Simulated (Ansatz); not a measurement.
The reference is CdSe in the wurtzite structure (space group P6_3mc, No. 186; a = 4.2475 Å, c = 6.9410 Å). Axes: x lies along a and z along c of the hexagonal cell.

Structures relaxed with LDA (Ansatz, a first-principles code), without spin-orbit coupling.

Base:

Simulated powder pattern, Co Kα, λ = 1.79026 Å (kinematic, ideal powder, no thermal factors, no anomalous dispersion; the 10 strongest lines at most, above 2 %, up to 2θ = 90°):

| 2θ (°) | I/Imax (%) | hkl |
|---|---|---|
| 28.17 | 100 | (100) |
| 29.89 | 59 | (002) |
| 31.97 | 75 | (101) |
| 41.54 | 37 | (102) |
| 49.86 | 84 | (110) |
| 54.39 | 83 | (103) |
| 58.25 | 13 | (200) |
| 59.23 | 52 | (112) |
| 76.88 | 30 | (203) |
| 87.13 | 23 | (105) |

After one change:

Simulated powder pattern, Co Kα, λ = 1.79026 Å (kinematic, ideal powder, no thermal factors, no anomalous dispersion; the 10 strongest lines at most, above 2 %, up to 2θ = 90°):

| 2θ (°) | I/Imax (%) |
|---|---|
| 28.17 | 100 |
| 29.00 | 60 |
| 31.76 | 82 |
| 40.87 | 36 |
| 49.86 | 84 |
| 53.17 | 93 |
| 58.72 | 50 |
| 60.34 | 13 |
| 75.87 | 33 |
| 84.39 | 23 |

### Question
What was done to the base?
A) uniaxial strain ε_zz = +3.00 %
B) uniaxial strain ε_zz = +1.80 %
C) uniaxial strain ε_zz = +1.20 %
D) uniaxial strain ε_zz = +0.60 %

### Answer
A, uniaxial strain ε_zz = +3.00 %. Its volume per atom is 27.93 Å³ against 27.11 Å³, and its space group is P6_3mc (No. 186).

Whether these cells are dynamically stable was not tested.
